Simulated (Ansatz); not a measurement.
The starting structures come from a database of crystals and need not be the phases stable at ambient conditions.

Inside the gap of an insulator the Bloch states are evanescent, with a wavenumber k + iκ along the transport direction.

Consider the following.

```yaml
crystal:
  lattice:
    - [4.85399, 0.00000, 0.00000]
    - [2.42699, 8.72874, 0.00000]
    - [2.42700, 0.67482, 4.14916]
  atoms:
    - { symbol: K, position: [0.50000, 0.50000, 0.50000] }
    - { symbol: Sb, position: [0.00000, 0.00000, 0.00000] }
    - { symbol: P, position: [0.26483, 0.20551, 0.26483] }
    - { symbol: P, position: [0.73517, 0.79449, 0.73517] }
    - { symbol: O, position: [0.20717, 0.37849, 0.20717] }
    - { symbol: O, position: [0.79283, 0.62151, 0.79283] }
    - { symbol: O, position: [0.60349, 0.13810, 0.25692] }
    - { symbol: O, position: [0.39651, 0.86190, 0.74308] }
    - { symbol: O, position: [0.00149, 0.13810, 0.60349] }
    - { symbol: O, position: [0.99851, 0.86190, 0.39651] }
    - { symbol: O, position: [0.25692, 0.13810, 0.00149] }
    - { symbol: O, position: [0.74308, 0.86190, 0.99851] }
```

Space group of this cell: R-3. The cell is taken as given; by r2SCAN its mean pressure is -5.0 GPa.

Transport runs along the normal of the first two printed cell vectors, the (101) plane of the conventional cell.

No gap correction and no spin-orbit coupling; mid-gap values are interpolated between computed energies.

Question: State the band gap and the smallest decay constant κ at mid-gap according to r2SCAN run with Ansatz (an electronic-structure program).

Answer: Gap 3.56 eV on a 8×8×8 mesh; κ = 0.416 1/Å, at the zone centre.
